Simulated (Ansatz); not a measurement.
NaF (model structure, started from the CsCl type, Pm-3m, No. 221, 2 atoms in the cell), treated with PBEsol (Ansatz, a quantum-chemistry and plane-wave program, PAW).

Numerical settings: plane-wave cutoff 520 eV, 12×12×12 k mesh, Fermi–Dirac smearing 0.01 eV, scalar-relativistic PAW data made under PBE.

Cell (relaxed with PBEsol):

Space group Pm-3m (No. 221); a = 2.817 Å, b = 2.817 Å, c = 2.817 Å, α = 90.00°, β = 90.00°, γ = 90.00°

```json
[
 {"atom": "Na", "site": "1a", "symmetry": "m-3m", "x": "0.0000", "y": "0.0000", "z": "0.0000"},
 {"atom": "F", "site": "1b", "symmetry": "m-3m", "x": "0.5000", "y": "0.5000", "z": "0.5000"}
]
```

**Question.** Predict the band gap and smallest direct gap on the k points sampled.

**Answer.** 
band gap: 5.84 eV (indirect)
smallest direct gap on the k points sampled: 6.17 eV

Note: the relaxation could raise the start's symmetry but not lower it, so the cell can be a saddle point.

Static lattice: no zero-point or thermal effects.

A model structure was made by putting elements into a prototype or built by hand; it is no filed structure, need not be a known phase, and can be a saddle point held by its symmetry.
